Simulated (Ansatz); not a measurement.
Gap of a one-dimensional Te body, 6 atoms a period at several levels, all on one geometry.

```yaml
crystal:
  lattice:
    - [17.50000, 0.00000, 0.00000]
    - [0.00000, 13.50000, 0.00000]
    - [0.00000, 0.00000, 5.64262]
  atoms:
    - { symbol: Te, position: [0.42562, 0.50000, 0.00000] }
    - { symbol: Te, position: [0.32675, 0.57601, 0.34070] }
    - { symbol: Te, position: [0.32675, 0.42399, 0.65930] }
    - { symbol: Te, position: [0.67113, 0.50000, 0.00000] }
    - { symbol: Te, position: [0.57465, 0.57710, 0.33868] }
    - { symbol: Te, position: [0.57465, 0.42290, 0.66132] }
```

Levels: PBE+D3(BJ) (plane waves to 420 eV, PAW; Ansatz, a program for electronic structure); PBE+D3(BJ) with spin-orbit coupling in Ansatz; r2SCAN (plane waves to 500 eV, PAW; Ansatz); HSE06 run with Ansatz. Unmarked values and the geometry are of the first. Mesh 1×1×52. No spin polarisation. Isolated but for its images some 11 Å away. A hypothetical model. Symmetry and one short period hold its shape; lower forms weren't sought. Values not marked SOC lack spin–orbit coupling. HSE06 ran on a 1×1×4 mesh and at PBE's edge points.

```
level    gap (eV)
-------  --------
PBE          1.06
PBE+SOC      0.87
r2SCAN        [?]
HSE06        1.76
```

**Question.** Some entries are withheld; supply them.

**Answer.** 
- r2SCAN, gap (eV): 1.27
